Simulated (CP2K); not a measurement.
Band structure of Pb (Fm-3m, 1 atom in the cell).

```xyz
1
Lattice="3.5634 0.0000 0.0000 1.7817 3.0860 0.0000 1.7817 1.0287 2.9095" Properties=species:S:1:pos:R:3 pbc="T T T"
Pb     0.0000     0.0000     0.0000
```

Computed with PBE, GPW, DZVP-MOLOPT-SR-GTH basis, GTH-PBE potentials (GTH_POTENTIALS) run with CP2K.

Settings: CUTOFF = 400 Ry; REL_CUTOFF = 50 Ry; SMEAR/METHOD = FERMI_DIRAC; ELECTRONIC_TEMPERATURE = 1160.45 K; KPOINTS/SCHEME = MONKHORST-PACK 8 8 8; GAMMA_CENTERED = T; XC_FUNCTIONAL = PBE; Pb/BASIS_SET = DZVP-MOLOPT-SR-GTH-q4; Pb/POTENTIAL = GTH-PBE-q4; METHOD = GPW; EPS_DEFAULT = 1e-10; EXTRAPOLATION = USE_GUESS; NGRIDS = 5; SCF_GUESS = ATOMIC.

The starting cell comes from a database of computed structures (which also holds hypothetical and non-ambient phases and stackings), without a prior relaxation at this level. Its lattice was rescaled by a random factor within 2.5 % of one. Spin-orbit coupling is off. Values carry the incompleteness of an atom-centred basis.

Levels in eV from the Fermi level, bands 1 to 4:
```tsv
point	1	2	3	4
Γ	-11.27	7.30	7.30	7.30
X	-6.72	-3.02	2.16	2.16
W	-6.57	-1.26	-1.26	0.30
K	-6.76	-2.12	-1.14	3.01
L	-8.05	-3.93	5.55	5.55
U	-6.76	-2.12	-1.14	3.01
```

Bands cross the Fermi level along this path, so the cell is metallic at this level.

Higher empty bands are left out: an atom-centred basis made for the valence describes them poorly.
